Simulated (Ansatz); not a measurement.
Si, cell Si64, first heated far above this temperature, then brought to it, below the measured melting point of 1687 K (tabulated, unchecked) (supercooled) [in the run: it was liquid; mean temperature 1571 K (target 1520 K)]; MD at a mean temperature of 1571 K and a mean pressure of -0.9 GPa, 4.0 ps sampled (in preparation the cell's shape was held), k-points: one point, (1/4, 1/4, 1/4), no spin polarisation or spin-orbit coupling.

Prepared at the same level. Atoms moved only 2.4 Å² (mean square) in the hot stage, so mixing may be incomplete. The cell wasn't fully relaxed to the target pressure: the run's mean is -0.9 GPa. On the run's last frame a denser k-mesh moved the forces by 0.112 eV/Å rms, the static pressure by 0.03 GPa and the free energy by 9 meV/atom, which is about how far such values are converged. Warnings of the run: stress scf threshold loose, symmetry auto disabled.

Question: Estimate the coordination of Si (bonds up to Si-Si 3.10 Å); Si-Si-Si angle; volume per atom that r2SCAN in Ansatz (a first-principles code) returns for this input.

Answer: 
The coordination of Si (bonds up to Si-Si 3.10 Å) comes out as 5.6 (5-fold 34 %, 6-fold 31 %, 7-fold 15 %), the Si-Si-Si angle comes out as mean 101°, spread 31°, most frequent near 94° and the volume per atom is 19.5 Å³.
